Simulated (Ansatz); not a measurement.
How far PBE-D3(BJ) and r2SCAN+rVV10 part for hypothetical P6_3/mmc HgI2, pressure 50 GPa

Consider HgI$_{2}$ in the 2H-MoS2 type structure (space group P6_3/mmc, No. 194; a = 4.1662 Å, c = 14.1827 Å; a hypothetical phase, not in the database extracts checked).

(Cell as relaxed with PBE-D3(BJ).)

Levels (all Ansatz, a first-principles code, PAW, earlier PAW set): PBE-D3(BJ) (420 eV, without spin-orbit coupling); r2SCAN+rVV10 (500 eV, no SOC).

Each level relaxes its own structure.

```json
[
 {"base": "volume per atom", "PBE-D3(BJ)": "35.53 Å³", "r2SCAN+rVV10": "35.86 Å³"},
 {"base": "lattice parameter a", "PBE-D3(BJ)": "4.166 Å", "r2SCAN+rVV10": "4.155 Å"},
 {"base": "band gap", "PBE-D3(BJ)": "0.34 eV", "r2SCAN+rVV10": "0.66 eV"}
]
```

Modification: cell and atoms relaxed at a pressure of 50 GPa.

| quantity | PBE-D3(BJ) | r2SCAN+rVV10 |
|---|---|---|
| lattice parameter a | 3.065 Å | (withheld) |
| c/a ratio | 4.654 | (withheld) |
| band gap | zero | (withheld) |

Task: Predict the r2SCAN+rVV10 column.

Result: 
- lattice parameter a, r2SCAN+rVV10: 3.196 Å
- c/a ratio, r2SCAN+rVV10: 4.250
- band gap, r2SCAN+rVV10: zero

PBE-D3(BJ)'s lattice parameter a lies 0.131 Å below r2SCAN+rVV10's (4.1 %); PBE-D3(BJ)'s c/a ratio lies 0.404 above r2SCAN+rVV10's; the two agree on the band gap. The two levels end in clearly different cell shapes (a soft spacing or a collapse), which may drive these differences. Neither level is exact; r2SCAN+rVV10 is the comparison here, not a measurement.

A case with no gap was solved on a k-mesh chosen for an insulator, which is coarse for it. From pressure 50 GPa on, the axis ratios lie over 15 % from the base's, so the cell there is far from its starting form. With Hg and I present, leaving out spin-orbit coupling can change the band edges. Load acts through the strain it causes; cell and atoms are relaxed under it. Whether these cells are dynamically stable was not tested. Competing high-pressure phases were not computed. All final runs are without spin polarisation.
